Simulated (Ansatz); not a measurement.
Consider BeS in the wurtzite structure (space group P6_3mc, No. 186; a hypothetical phase, not in the database extracts checked).

```xyz
4
Lattice="3.4118 0.0000 0.0000 -1.7059 2.9547 0.0000 0.0000 0.0000 5.6247" Properties=species:S:1:pos:R:3 pbc="T T T"
Be     1.7059     0.9849     5.6223
Be     0.0000     1.9698     2.8099
S      1.7059     0.9849     3.5190
S      0.0000     1.9698     0.7067
```

Levels (all Ansatz, an electronic-structure program, PAW): PBEsol (420 eV, spin-orbit coupling left out); HSE06 (420 eV, spin-orbit coupling left out).

Its gap is 3.44 eV with PBEsol and 4.58 eV with HSE06.

One thing is altered: a hydrostatic pressure of 1.5 GPa.

With PBEsol the gap becomes 3.38 eV.

**Question.** If the HSE06 correction stayed the same, what would the HSE06 gap be, and what does the HSE06 run give?

**Answer.** A rigid correction of +1.14 eV gives 4.52 eV. The HSE06 run gives 4.52 eV, so the two effects roughly add.

Single points use the geometry relaxed with PBEsol. The hybrid gap comes from the SCF mesh plus the semilocal run's edge points and a few special points and is an upper bound. Load acts through the strain it causes; cell and atoms are relaxed under it. Stability against distortions was not tested.
